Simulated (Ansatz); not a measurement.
The starting structures come from a database of crystals and need not be the phases stable at ambient conditions.

Tunnelling through a barrier is set by its complex band structure: the current falls as exp(−2κd) with the smallest κ.

Data:

```
GaK2NaP2
1.0
    6.60080     0.00000     0.00000
   -3.30040     7.90836     0.00000
    0.00000     2.57292     5.83740
K Na Ga P
4 2 2 4
Direct
  0.57988   0.65126   0.67437
  0.42012   0.34874   0.32563
  0.92862   0.34874   0.82563
  0.07138   0.65126   0.17437
  0.00000   0.00000   0.75000
  0.00000   0.00000   0.25000
  0.50000   0.00000   0.25000
  0.50000   0.00000   0.75000
  0.39180   0.18238   0.90881
  0.60820   0.81762   0.09119
  0.20942   0.81762   0.59119
  0.79058   0.18238   0.40881
```

Space group of this cell: Ibam. The cell is taken as given.

Transport runs along the normal of the first two printed cell vectors.

The gap is the functional's own, uncorrected, and κ follows it; spin-orbit coupling is left out. Mid-gap values are interpolated between the computed energies.

Q: Predict the band gap and the smallest decay constant κ at mid-gap from PBEsol (Ansatz, a program for electronic structure).

A: Gap 1.33 eV on a 6×6×6 mesh; κ = 0.130 1/Å, at the zone centre.
